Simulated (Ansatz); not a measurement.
Take CdS in the wurtzite structure (space group P6_3mc, No. 186; a = 4.074 Å, c = 6.637 Å) as the base.

The values are results of LDA/PAW in Ansatz (an electronic-structure program), no spin-orbit coupling, not measurements.

Base values:

| Property | Result |
|---|---|
| Electron mass | 0.11 mₑ along c, 0.11 mₑ across (at Γ) |
| Pressure | 0.00 GPa |
| Band gap | 1.03 eV |

The change: the cell is scaled by 1.0180 in all directions, atoms relaxed at fixed cell.

What happens to the electron mass?

The electron mass becomes 0.098 mₑ along c, 0.10 mₑ across (at Γ) (base: 0.11 mₑ along c, 0.11 mₑ across (at Γ)).

How does this affect the pressure?

The pressure (mean of the normal stresses, compression positive) goes from zero to -3.21 GPa.

Predict the new band gap.

The band gap falls by 0.12 eV, from 1.03 eV to 0.91 eV.

The cells carry an imposed strain or load. Effective masses come from finite differences of ±0.01 Å⁻¹. Whether these cells are dynamically stable was not tested.
